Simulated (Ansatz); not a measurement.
## Worked example: self-consistent single point of CuSe (P6_3/mmc, 12 atoms in the cell) in Ansatz

Method of the run: PBEsol, default PAW files made with PBE (plane waves; Ansatz, a program for electronic structure).

The input file:

Ansatz 0.2 input:
```yaml
# CuSe
crystal:
  lattice:
    - [3.893665, 0.000000, 0.000000]
    - [-1.946832, 3.372013, 0.000000]
    - [0.000000, 0.000000, 17.246875]
  atoms:
    - { symbol: Cu, position_ang: [1.946835, 1.124003, 7.960123] }
    - { symbol: Cu, position_ang: [-0.000002, 2.248010, 9.286752] }
    - { symbol: Cu, position_ang: [-0.000002, 2.248010, 16.583560] }
    - { symbol: Cu, position_ang: [1.946835, 1.124003, 0.663315] }
    - { symbol: Cu, position_ang: [-0.000002, 2.248010, 12.935156] }
    - { symbol: Cu, position_ang: [1.946835, 1.124003, 4.311719] }
    - { symbol: Se, position_ang: [0.000000, 0.000000, 15.698796] }
    - { symbol: Se, position_ang: [0.000000, 0.000000, 1.548080] }
    - { symbol: Se, position_ang: [0.000000, 0.000000, 7.075358] }
    - { symbol: Se, position_ang: [0.000000, 0.000000, 10.171517] }
    - { symbol: Se, position_ang: [1.946835, 1.124003, 12.935156] }
    - { symbol: Se, position_ang: [-0.000002, 2.248010, 4.311719] }
kpoints:
  mp_grid: { grid: [6, 6, 2] }
hamiltonian:
  xc: pbesol
  pseudopotentials: { kind: paw }
scf:
  occupations: { method: methfessel_paxton, width: 0.1 eV }
output:
  forces: true
  eigenvalues: true
  stress: true
```

Log, with long lists cut:

```
WARN the atoms were moved onto the symmetric positions of the space group found under crystal.symmetry.tolerance 1.0e-5 (fractional …
WARN basis.ecutwfc = 420 eV, the default
WARN ansatz: RAYON_NUM_THREADS=1 ignored (pool sized by the plan → 1); use --threads N
Pseudopotentials: kind: paw
Pseudopotential: Cu, paw, valence charge 19
Pseudopotential: Se, paw, valence charge 16
Crystal: 12 atoms, lattice volume = 226.443 Å³
Basis set: ecut = 420 eV, 4485 PW (Γ), exchange–correlation on 54×54×240 points (8 copies of the dense FFT grid, shifted against one another)
Bands: 126, of which v1, the nominal top of the filled ones, is band 105 counted from 1 (104 counted from 0)
Symmetry: 24 space group operations
Space group: P63/mmc (ITA 194), of the structure as read, at distance tolerance 6.1e-5 Å
k-points: 14 of 72
PAW frozen core: Cu, regenerated for the run's functional, and the local potential with it
PAW frozen core: Se, regenerated for the run's functional, and the local potential with it
Initial density: superposition of atomic densities (neutral atoms: chi_scale 0, normalization atom), corrected by the library's trained network
Initial wavefunctions: pseudopotential atomic-orbital guess
Eigensolver: davidson
Functional: x = pbesol(κ = 0.804, μ = 0.12345679012345678), c = pbesol(β = 0.046)
SCF iter   1: F=—  HF=-72076.747308 eV  |F-HF|=—  |Δ(HF+E_count)|=         —  Δρ=1.92e-2  dr2=8.82e-1  ethr=1.77e-3  ⟨swp⟩=5.0  Hψ=6031  notcnv=0  defer=73
all-band conjugate gradients solve this SCF's bands
preconditioner: auto → LDOS
SCF iter   2: F=—  HF=-72076.765648 eV  |F-HF|=—  |Δ(HF+E_count)|=   1.83e-2  S|Δr|=    0.00e0  Δρ=1.74e-2  dr2=3.97e-1  ethr=4.20e-4  ⟨swp⟩=2.1  Hψ=2727  notcnv=0  defer=180
SCF iter   3: F=—  HF=-72076.659446 eV  |F-HF|=—  |Δ(HF+E_count)|=   1.06e-1  S|Δr|=    0.00e0  Δρ=3.00e-3  dr2=3.74e-2  ethr=1.89e-4  ⟨swp⟩=2.0  Hψ=2279  notcnv=0  defer=180
SCF iter   4: F=—  HF=-72076.656852 eV  |F-HF|=—  |Δ(HF+E_count)|=   2.59e-3  S|Δr|=    0.00e0  Δρ=1.38e-3  dr2=6.30e-3  ethr=1.78e-5  ⟨swp⟩=1.1  Hψ=2015  notcnv=0  defer=177
SCF iter   5: F=—  HF=-72076.656508 eV  |F-HF|=—  |Δ(HF+E_count)|=   3.44e-4  S|Δr|=    0.00e0  Δρ=7.24e-4  dr2=9.19e-4  ethr=3.00e-6  ⟨swp⟩=1.9  Hψ=2122  notcnv=0  defer=177
SCF iter   6: F=—  HF=-72076.656404 eV  |F-HF|=—  |Δ(HF+E_count)|=   1.03e-4  S|Δr|=    0.00e0  Δρ=3.10e-4  dr2=1.91e-4  ethr=4.38e-7  ⟨swp⟩=2.0  Hψ=2189  notcnv=0  defer=177
SCF iter   7: F=—  HF=-72076.656388 eV  |F-HF|=—  |Δ(HF+E_count)|=   1.63e-5  S|Δr|=    0.00e0  Δρ=1.65e-4  dr2=4.86e-5  ethr=9.07e-8  ⟨swp⟩=2.0  Hψ=2055  notcnv=0  defer=177
SCF iter   8: F=—  HF=-72076.656408 eV  |F-HF|=—  |Δ(HF+E_count)|=   2.04e-5  S|Δr|=    0.00e0  Δρ=4.25e-5  dr2=2.96e-6  ethr=2.31e-8  ⟨swp⟩=2.5  Hψ=2385  notcnv=0  defer=177
SCF iter   9: F=-72076.656408 eV  HF=-72076.656408 eV  |F-HF|=8.89e-8  |Δ(HF+E_count)|=   2.78e-8  S|Δr|=    0.00e0  Δρ=9.47e-6  dr2=8.66e-8  ethr=4.76e-11  ⟨swp⟩=9.3  Hψ=9521  notcnv=0
SCF 1 converged in 9 iterations: F = -72076.656408 eV  dr2 = 8.66e-8
SCF converged after 9 iterations
Stability not checked (fill_not_monotonic)
Free energy (F): -72076.656408 eV
Harris-Foulkes:  -72076.656408 eV  (|F-HF|=8.89e-8)
Internal energy: -72076.654705 eV  (E = F + TS)
E sigma→0 (E₀):  -72076.655983 eV
Entropy (-TS):   -0.001704 eV (-0.142 meV/atom)
Fermi energy:    10.196186 eV
Step filling:    the computed levels leave a gap of 0.0088 eV = 0.1 smearing widths
--- Per-component energies (eV) ---
  E_band       = -5007.969139
  E_kinetic    = 2502.587917
  E_local      = -45732.137108  (includes V_loc(G=0)·N_el)
  E_nonlocal   = -1181.060764
  E_hartree    = 21048.433196
  E_xc         = -1145.915922
  E_vxc        = -1270.167055  (∫ρ·V_xc dr)
  E_paw        = -20983.843300  (= ΣΔE_a)
  E_vpaw       = -1424.049922  (= ΣTr[D̂ρ^β])
  E_aug_tail   = -0.002005  (compensation charges beyond the density's cutoff)
  E_ewald      = -26592.004634
  E_core_change = 7.287916  (= ΣΔE_core)
  E_smearing   = -0.001704  (= −TS)
  E_closure    = -0.000000  (closes the sum)
  Σ components = -72076.656408   (vs F -72076.656408, Δ=0.00e0)
--- Forces (eV/Å), atoms counted from 1 ---
  atom   1  Cu     0.00000000    -0.00000000     0.04812092
  atom   2  Cu     0.00000000     0.00000000    -0.04812092
  atom   3  Cu     0.00000000     0.00000000     0.04812092
  atom   4  Cu     0.00000000    -0.00000000    -0.04812092
  atom   5  Cu    -0.00000000    -0.00000000     0.00000000
  atom   6  Cu     0.00000000     0.00000000     0.00000000
  atom   7  Se    -0.00000000    -0.00000000     0.01222719
  atom   8  Se     0.00000000     0.00000000    -0.01222719
  atom   9  Se     0.00000000     0.00000000     0.01222719
  atom  10  Se    -0.00000000    -0.00000000    -0.01222719
  atom  11  Se     0.00000000     0.00000000     0.00000000
  atom  12  Se    -0.00000000    -0.00000000     0.00000000
  max |Σ_I F_I| component: 1.39e-17 eV/Å
--- Stress (GPa, compression-positive) ---
       -2.101224      -0.000000       0.000000
       -0.000000      -2.101224       0.000000
        0.000000       0.000000      -1.842735
  P = ⅓ Tr σ = -2.0151 GPa (-20.151 kbar)
  The stress holds the Pulay correction. Without it, at fixed plane waves, as pw.x and ABINIT print it: P = -2.0599 GPa
--- Band table (eV; the first three rows and the last of 14) ---
  k-point 0: bands = ["-102.1391", "-102.1390", "-102.1340", "-102.1339", "-101.7371", "-101.7371", "-59.7206", "-59.7206", "-59.7206", "-59.7206", "-59.6996", "-59.6996", "-59.6996", "-59.6996", "-59.5886", "-59.5886", "-59.5758", "-59.5758", [...]
  k-point 1: bands = ["-102.1390", "-102.1390", "-102.1339", "-102.1339", "-101.7371", "-101.7371", "-59.7206", "-59.7206", "-59.7206", "-59.7206", "-59.6996", "-59.6996", "-59.6996", "-59.6996", "-59.5886", "-59.5886", "-59.5758", "-59.5758", [...]
  k-point 2: bands = ["-102.1387", "-102.1387", "-102.1342", "-102.1342", "-101.7371", "-101.7371", "-59.7211", "-59.7211", "-59.7198", "-59.7198", "-59.7009", "-59.7009", "-59.6991", "-59.6991", "-59.5876", "-59.5876", "-59.5763", "-59.5763", [...]
  k-point 13: bands = ["-102.1365", "-102.1365", "-102.1365", "-102.1365", "-101.7371", "-101.7371", "-59.7237", "-59.7237", "-59.7112", "-59.7112", "-59.7112", "-59.7112", "-59.6970", "-59.6970", "-59.5812", "-59.5812", "-59.5812", "-59.5812", [...]
```

The run converged in 9 iterations.

The starting cell comes from a database of computed structures (which also holds hypothetical and non-ambient phases and stackings), without a prior relaxation at this level. Its lattice was rescaled by a random factor within 2.5 % of one. Spin polarisation is off. Ansatz's pressure includes its estimate of the finite-basis (Pulay) stress. The run gives no clean gap (levels at the Fermi energy touch, overlap or are partly filled at this smearing), which alone does not show that the compound is a metal.
